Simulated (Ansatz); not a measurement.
Take GaSb in the zinc blende structure (space group F-43m, No. 216; a = 6.112 Å) as the base. Axes: x, y, z lie along the cube axes.

All numbers come from plane-wave PAW DFT at the PBEsol level (Ansatz, a first-principles code, 420 eV), no spin-orbit coupling, earlier PAW set.

Strains are applied to the cell and any free atomic positions relax; under biaxial strain the out-of-plane vector relaxes too.

One change was made to it. Results:

The energy goes up by 2.5 meV/atom; the pressure (mean of the normal stresses, compression positive) goes from zero to 0.8 GPa; the shortest interatomic distance falls by 0.0123 Å to 2.634 Å.

Question: Which of these changes matches the shifts?
(A) biaxial strain −2.50 %, plane normal [001], relaxed out of plane
(B) isotropic strain +0.68 %
(C) biaxial strain −1.28 %, plane normal [001], relaxed out of plane

Answer: C, biaxial strain −1.28 %, plane normal [001], relaxed out of plane. For comparison, the pressure in the other runs: isotropic strain +0.68 % gives -1.0 GPa; biaxial strain −2.50 %, plane normal [001], relaxed out of plane gives 1.5 GPa.

No phonon test of stability was made. The final runs are not spin-polarised.
